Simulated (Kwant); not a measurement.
System: quantum point contact (saddle potential) in a In0.53Ga0.47As two-dimensional gas. Effective mass 0.041 mₑ, grid spacing 1.7 nm, hard walls, nominal width 40 nm (23 grid rows, so walls 40.8 nm apart), one parabolic valley, scattering region 120 nm long along x; energies count from the band bottom; Fermi energy 0.1 eV. Potential (V0 + ½k y²) cos²(πx/L) for |x| < L/2, with V0 swept from 0.105 to 0 eV, k = 0.0022 eV/nm², L = 28 nm.

The device is made up for the run: typed textbook-type constants, with dimensions and the other settings drawn at random.

Kwant, effective-mass tight-binding model on a square grid, one spin, coherent transport at 0 K. Conductance is in e²/h.

Question: Compare with the saddle-point formula G = Σ 1/(1 + exp(−2π(E − V0 − ħωy(n + ½))/ħωx)), taking ħωy = ħ√(k/m) and ħωx from the curvature along x of V0 plus half of the mode's confinement energy.

Answer: ħωy = 63.9 meV; at V0 = 85.2 meV the lowest mode has ħωx = 68.8 meV.

| V0 (meV) | formula | simulation |
|---|---|---|
| 98.9 | 0.067 | 0.066 |
| 85.2 | 0.17 | 0.18 |
| 71.5 | 0.42 | 0.44 |
| 57.8 | 0.76 | 0.78 |
| 44.1 | 0.97 | 0.97 |
| 30.4 | 1.06 | 1.06 |

The formula takes a parabolic saddle in the continuum; the run has the full potential on a grid.
